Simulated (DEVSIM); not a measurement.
Structure: illuminated Si n-on-p cell, one wavelength, at 300 K.

Layer 1 from the left is Si, thickness (μm) 0.480, Nd (cm⁻³) 2.8e18, τn (s) 2.3e-7, τp (s) 1.4e-7, absorption coefficient (cm⁻¹) 37000. Layer 2 from the left is Si, thickness (μm) 90.0, Na (cm⁻³) 6.9e15, τn (s) 5.1e-6, τp (s) 5.1e-6, absorption coefficient (cm⁻¹) 37000.

Left contact: ohmic, minority hole recombination velocity 4e5 cm/s. Right contact: ohmic, minority electron recombination velocity 5e6 cm/s. Voltage is applied to the left contact. Recombination: SRH at mid-gap, radiative, Auger. Light enters at the left, 1.1e18 photons cm⁻² s⁻¹, one pass, no reflection. Mobility is constant in doping.

Constants are typed, rounded textbook-type inputs, not results; the design itself was drawn at random and stands for no fabricated device. Values at 300 K.

Si: gap (eV) 1.124, affinity (eV) 4.05, permittivity 11.7, Nc (cm⁻³) 2.86e19, Nv (cm⁻³) 3.1e19, μn (cm²/Vs) 1417, μp (cm²/Vs) 470, B (cm³/s) 4.7e-15, Cn (cm⁶/s) 2.8e-31, Cp (cm⁶/s) 9.9e-32.

Simulated with DEVSIM: 1D drift-diffusion, Boltzmann statistics, complete ionisation; no tunnelling, impact ionisation, image-force lowering or self-heating.

Dark forward current:

| |V| (V) | |J| (A/cm²) |
|---|---|
| 0.05 | 1.092e-9 |
| 0.10 | 4.234e-9 |
| 0.15 | 1.516e-8 |
| 0.20 | 6.155e-8 |
| 0.25 | 3.014e-7 |
| 0.30 | 1.734e-6 |
| 0.35 | 1.101e-5 |
| 0.40 | 7.331e-5 |
| 0.45 | 0.0004989 |
| 0.50 | 0.003425 |
| 0.55 | 0.02353 |
| 0.60 | 0.1585 |
| 0.65 | 0.9614 |
| 0.70 | 4.445 |
| 0.75 | 14.63 |
| 0.80 | 36.04 |
| 0.85 | 71.88 |
| 0.90 | 123.9 |
| 0.95 | 193.1 |
| 1.00 | 280.2 |
| 1.05 | 385.4 |
| 1.10 | 509.0 |
| 1.15 | 651.3 |
| 1.20 | 812.3 |
| 1.25 | 992.2 |
| 1.30 | 1191 |

Q: Work out the local ideality factor n = ΔV / (kT/q · ln(J2/J1)) between the rows 0.15 and 0.20 V, 0.50 and 0.55 V, 1.25 and 1.30 V.

A: kT/q = 25.85 mV. From 0.15 to 0.20 V: ln(6.155e-8/1.516e-8) = 1.401, n = 1.38. From 0.50 to 0.55 V: ln(0.02353/0.003425) = 1.927, n = 1.00, near the 1 of diffusion or emission over a barrier. From 1.25 to 1.30 V: ln(1191/992.2) = 0.183, n = 10.59.

Q: What current could the absorbed light give at most, and what share is collected?

A: Σ αd = 335, so qΦ(1 − exp(−Σ αd)) = 176 mA/cm². The simulated short-circuit current is 118.8 mA/cm², a share of 0.67.

Q: Estimate the open-circuit voltage by superposition: the voltage at which the dark current equals that short-circuit current.

A: Interpolating ln J in the table gives 0.592 V. The simulation gives 0.591 V, the same within the digits that matter. Superposition holds where collection doesn't change with voltage.

Q: Estimate the fill factor from FF0 = (v − ln(v + 0.72))/(v + 1), v = qVoc/(nkT), with n from the dark curve.

A: The rows about Voc, 0.55 and 0.60 V, give n = 1.01, so v = 22.5 and FF0 = 0.824. The simulation gives 0.826, the same within the digits that matter.
